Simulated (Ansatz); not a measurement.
Base system: RbGeF3 in the cubic perovskite structure (space group Pm-3m, No. 221; a = 4.491 Å; a hypothetical phase, not in the database extracts checked). Axes: x, y, z lie along the cube axes.

Method: PBE, PAW, 420 eV (Ansatz, a program for electronic structure; spin-orbit coupling left out).

Now apply this change: uniaxial strain ε_xx = −0.53 %, all other strain components held at zero; the atoms relax in the strained cell.

**Question.** Predict the stress tensor and what it implies for the stiffness.

**Answer.** Stress of the strained cell less that of the base (GPa, compression positive):
```
   0.48    0.00    0.00
   0.00    0.17    0.00
   0.00    0.00    0.17
```

Then −Δσ_ii/ε with ε = -0.0053 gives relaxed-ion elastic constants: C11 ≈ 91 GPa.

Stability against distortions was not tested. Many cubic perovskites are stable only at high temperature; tilts and polar distortions were not tested.
